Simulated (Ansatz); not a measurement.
# Response to strain in Ti

Start from Ti in the hcp (Mg type) structure (space group P6_3/mmc, No. 194; relaxed with 0.1 eV smearing).

```
Ti
1.0
    2.93978     0.00000     0.00000
   -1.46989     2.54592     0.00000
    0.00000     0.00000     4.65400
Ti
2
Direct
  0.66667   0.33333   0.75000
  0.33333   0.66667   0.25000
```

Cartesian axes are those of the cell as printed.

Strains are applied to the cell and any free atomic positions relax; under biaxial strain the out-of-plane vector relaxes too.

Calculations: PBE (Ansatz, a program for electronic structure), spin-orbit coupling left out.

```json
[
 {"biaxial strain, plane normal [001], relaxed out of plane (%)": "-3", "out-of-plane strain (%)": "2.60"},
 {"biaxial strain, plane normal [001], relaxed out of plane (%)": "-2.5", "out-of-plane strain (%)": "2.14"},
 {"biaxial strain, plane normal [001], relaxed out of plane (%)": "-2", "out-of-plane strain (%)": "1.69"},
 {"biaxial strain, plane normal [001], relaxed out of plane (%)": "-1.5", "out-of-plane strain (%)": "?"},
 {"biaxial strain, plane normal [001], relaxed out of plane (%)": "-1", "out-of-plane strain (%)": "0.83"},
 {"biaxial strain, plane normal [001], relaxed out of plane (%)": "-0.5", "out-of-plane strain (%)": "0.41"},
 {"biaxial strain, plane normal [001], relaxed out of plane (%)": "0", "out-of-plane strain (%)": "0.00"}
]
```

Task: Fit ε⊥ = −νε + γε² (strains in %) to the rows shown and predict the withheld row.

Result: Least squares on the printed values gives ν = 0.81 (the biaxial Poisson response) and γ = 0.020 (largest residual 0.00 %); this predicts 1.26 %, and the run gives 1.25 %, in agreement.

No phonon test of stability was made. The final runs are not spin-polarised.
